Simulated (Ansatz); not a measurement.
Au under a change: uniaxial strain ε_zz = −3.00 %

Take Au in the fcc (Cu type) structure (space group Fm-3m, No. 225; a = 4.0477 Å; relaxed with 0.1 eV smearing) as the base. Axes: x, y, z lie along the cube axes.

The change: the cell is compressed by 3.00 % along z with no lateral relaxation, atoms relaxed at fixed cell.

Calculations: LDA/PAW in Ansatz (a first-principles code), without spin-orbit coupling. Γ-centred 28×28×28 mesh, Fermi–Dirac width 0.1 eV.

The volume per atom falls by 0.50 Å³, from 16.58 Å³ to 16.08 Å³ and the space group changes from Fm-3m (No. 225) to I4/mmm (No. 139). The energy increases by 11 meV/atom and the pressure (mean of the normal stresses, compression positive) goes from zero to 6.5 GPa. The band gap is still zero and the stress (xx, yy, zz, yz, xz, xy; compression positive) is (6.2, 6.2, 7.1, 0.0, 0.0, 0.0) GPa.

Final structure:

```
Au
1.0
    0.00000     2.02383     1.96312
    2.02383     0.00000     1.96312
    2.02383     2.02383     0.00000
Au
1
Direct
  0.00000   0.00000   0.00000
```

Cost of the whole job for the changed cell (relaxation, final SCF and bands): about 17 core-seconds (a rough figure).

Whether these cells are dynamically stable was not tested.
